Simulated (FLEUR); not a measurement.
Input and output of a self-consistent single point for LaBi3 (Pm-3m, 4 atoms in the cell) (FLEUR).

Method of the run: LDA (Perdew-Zunger), all-electron FLAPW (FLEUR), scalar-relativistic valence run with FLEUR.

The change in words: lattice scaled by 0.98. Reference geometry:
```
LaBi3
1.0
    4.98620     0.00000     0.00000
    0.00000     4.98620     0.00000
    0.00000     0.00000     4.98620
La Bi
1 3
Cartesian
  0.00000   0.00000   0.00000
  2.49310   0.00000   2.49310
  0.00000   2.49310   2.49310
  2.49310   2.49310   0.00000
```

Reference input (self-consistent single point, DFT, LDA (Perdew-Zunger), all-electron FLAPW (FLEUR), scalar-relativistic valence): Kmax = 3.8 1/bohr; GmaxXC = 15.2 1/bohr; xcFunctional = pz; jspins = 1; l_soc = F; mode = hist; fermiSmearingEnergy = 0.00183747 Htr; mesh (inpgen div1-3) = 5 5 5; inpgen gamma flag = false; Gmax = 15.2 1/bohr; numbands = 0; maxIterBroyd = 15. This run's input differs from it in these lines:

```diff
@@ -3,5 +3,5 @@
 &input film=f /
-9.4225524026 0.0000000000 0.0000000000
-0.0000000000 9.4225524026 0.0000000000
-0.0000000000 0.0000000000 9.4225524026
+9.2341013546 0.0000000000 0.0000000000
+0.0000000000 9.2341013546 0.0000000000
+0.0000000000 0.0000000000 9.2341013546
 1.0
@@ -46,5 +46,5 @@
          <bravaisMatrix>
-            <row-1>    9.4225524025999992     0.0000000000000000     0.0000000000000000</row-1>
-            <row-2>    0.0000000000000000     9.4225524025999992     0.0000000000000000</row-2>
-            <row-3>    0.0000000000000000     0.0000000000000000     9.4225524025999992</row-3>
+            <row-1>    9.2341013545999999     0.0000000000000000     0.0000000000000000</row-1>
+            <row-2>    0.0000000000000000     9.2341013545999999     0.0000000000000000</row-2>
+            <row-3>    0.0000000000000000     0.0000000000000000     9.2341013545999999</row-3>
          </bravaisMatrix>
```

Log, with long lists cut:

```
 Iteration:     1   Distance:       6.68760337 me/bohr^3
 Iteration:     2   Distance:       5.87272316 me/bohr^3
 Iteration:     3   Distance:       4.00635524 me/bohr^3
 Iteration:     4   Distance:       2.44764471 me/bohr^3
 Iteration:     5   Distance:       0.53884467 me/bohr^3
   [... 9 lines left out ...]
 Iteration:    15   Distance:       0.00004294 me/bohr^3
 Iteration:    16   Distance:       0.00003644 me/bohr^3
 Iteration:    17   Distance:       0.00001671 me/bohr^3
 Iteration:    18   Distance:       0.00000421 me/bohr^3
 Run finished successfully
 Stop message:
   Structural relaxation: Done

[file out, last iteration]
             iter=     19
[...]
          total density-effective poten   -1.3005895188E+05
          total charge density-energy d   -1.3592702100E+03
 Updated energy parameters for spin:           1
[...]
 fermi energy and band-weighting factors:
    0.505910    0.523969    0.568544

[...]
FERMIE:
          first approx. to ef    (T=0)  :   0.386882 htr   (energy of the highest occ. eigenvalue)
          number of occ. states  (T=0)  :        280
          first approx. to seigv (T=0)  : -12.858428 htr
          sum of weights of occ. states :  28.016000
          sum of semicore charge        :   0.000000 e
FERHIS:  Fermi-Energy by histogram:
          bandgap                     :   0.001694 htr
   [... lines left out ...]
          charge neutrality (T=0)     :   0.032000    (zero if the highest occ. eigenvalue is "entirely" occupied)
     EF_NEWTON:  Adjust Fermi-Energy by Newton-Method.
 Direct bandgap for spin            1 :    2.2026034697696484E-002  Htr
 ---->    free energy=                    -73201.5477897162 htr
   [... lines left out ...]
      extrapolation for T->0
 ---->    total electron energy=          -73201.5472756054 htr
 ***** TOTAL FORCES ON ATOMS *****
 TOTAL FORCE FOR ATOM TYPE=  1  X=  0.000   Y=  0.000   Z=  0.000
                       FX_TOT= 0.000000 FY_TOT= 0.000000 FZ_TOT= 0.000000
 TOTAL FORCE FOR ATOM TYPE=  2  X=  4.617   Y=  0.000   Z=  4.617
                       FX_TOT= 0.000000 FY_TOT= 0.000000 FZ_TOT= 0.000000
 Structural relaxation: Done
```

The run converged in 18 iterations. FLEUR gives forces in its relaxation mode, with a further iteration, so its stop message speaks of a relaxation. Against the reference run the free energy falls by 14.5 meV/atom.

The starting cell comes from a database of computed structures (which also holds hypothetical and non-ambient phases and stackings), without a prior relaxation at this level. Its lattice was rescaled by a random factor within 2.5 % of one. For this run, on top of that: lattice scaled by 0.98. Spin-orbit coupling is off. Values depend on the basis (sphere radii, cutoffs, local orbitals), which need not be converged. The log's line on a gap gives a spacing of levels on this mesh, which the program prints for metals too.

Cost on one core of a shared machine: roughly 3 min.
